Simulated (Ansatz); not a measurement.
**Response to strain in Hf**

Start from Hf in the hcp (Mg type) structure (space group P6_3/mmc, No. 194; relaxed with 0.1 eV smearing).

```
CELL_PARAMETERS angstrom
      3.19829     0.00000     0.00000
     -1.59915     2.76980     0.00000
      0.00000     0.00000     5.04882
ATOMIC_POSITIONS crystal
  Hf 0.66667 0.33333 0.75000
  Hf 0.33333 0.66667 0.25000
```

Cartesian axes are those of the cell as printed.

Strains are applied to the cell and any free atomic positions relax.

All numbers come from Ansatz (an electronic-structure program), r2SCAN, PAW, cutoff 500 eV, no spin-orbit coupling.

Notes on the quantities. energy relative to the base: free energy F; pressure: mean of the normal stresses, compression positive.

| variant | energy relative to the base | pressure | volume per atom |
|---|---|---|---|
| base | 0 meV/atom | 0.0 GPa | 22.36 Å³ |
| uniaxial strain ε_xx = −3.00 % | +13 meV/atom | 3.5 GPa | 21.69 Å³ |
| uniaxial strain ε_xx = −2.50 % | +8.6 meV/atom | 2.9 GPa | 21.80 Å³ |
| uniaxial strain ε_xx = −2.00 % | (withheld) | 2.3 GPa | 21.92 Å³ |
| uniaxial strain ε_xx = −1.50 % | +3.0 meV/atom | (withheld) | 22.03 Å³ |
| uniaxial strain ε_xx = −1.00 % | +1.3 meV/atom | (withheld) | 22.14 Å³ |
| uniaxial strain ε_xx = −0.50 % | +0.3 meV/atom | (withheld) | 22.25 Å³ |

Fill in the withheld entries from the trend.


- uniaxial strain ε_xx = −2.00 %, energy relative to the base: +5.5 meV/atom
- uniaxial strain ε_xx = −1.50 %, pressure: 1.7 GPa
- uniaxial strain ε_xx = −1.00 %, pressure: 1.1 GPa
- uniaxial strain ε_xx = −0.50 %, pressure: 0.6 GPa

No phonon test of stability was made. All final runs are without spin polarisation.
